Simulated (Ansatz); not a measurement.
The starting structures come from a database of crystals and need not be the phases stable at ambient conditions.

 Where the default PAW files enter, the runs use the earlier of Ansatz's two default sets.

Tunnelling through a barrier is set by its complex band structure: the current falls as exp(−2κd) with the smallest κ.

Consider the following.

```
PdF4
1.0
    5.41515     0.00000     0.00000
    2.39036     4.85901     0.00000
    1.51240    -2.42951     4.70791
Pd F
2 8
Direct
  0.73970   0.26030   0.00000
  0.98970   0.51030   0.50000
  0.97117   0.75137   0.31482
  0.56345   0.71401   0.68518
  0.49863   0.27883   0.81482
  0.53599   0.68655   0.18518
  0.01913   0.20419   0.18774
  0.98355   0.79313   0.81226
  0.04581   0.23087   0.68774
  0.45687   0.26645   0.31226
```

Space group of this cell: Fdd2. The cell is taken as given.

Transport runs along the normal of the first two printed cell vectors.

No gap correction and no spin-orbit coupling; mid-gap values are interpolated between computed energies.

### Question
Predict the band gap and the smallest decay constant κ at mid-gap from r2SCAN run with Ansatz (an electronic-structure program).

### Answer
Gap 1.28 eV on a 8×8×8 mesh; κ = 0.455 1/Å, at (0.500, 0.333) of the in-plane reciprocal vectors. At the zone centre, at the nearest computed energy, the slowest state has κ = 0.47 1/Å.
